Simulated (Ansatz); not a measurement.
CsCl-type GdRh, treated with r²SCAN (Ansatz, an electronic-structure program, plane waves, PAW).

Run with plane-wave cutoff 560 eV, 16×16×16 k mesh, Fermi–Dirac smearing 0.05 eV, spin-polarised with parallel moments, scalar-relativistic PAW data made under PBE.

Computed at the level's own relaxed cell.

Problem. Predict the equilibrium lattice constant a and bulk modulus.

Solution. 
- equilibrium lattice constant a: 3.447 Å
- bulk modulus: 109 GPa

Note: the magnetic order was assumed, not searched for or taken from measurement; the 4f shell is treated without U or exact exchange, so its levels and filling can be wrong; the bulk modulus is −V dP/dV from two relaxed cells at ±2 % in volume.

Spin–orbit coupling is not included.

Computed values are for the static lattice.
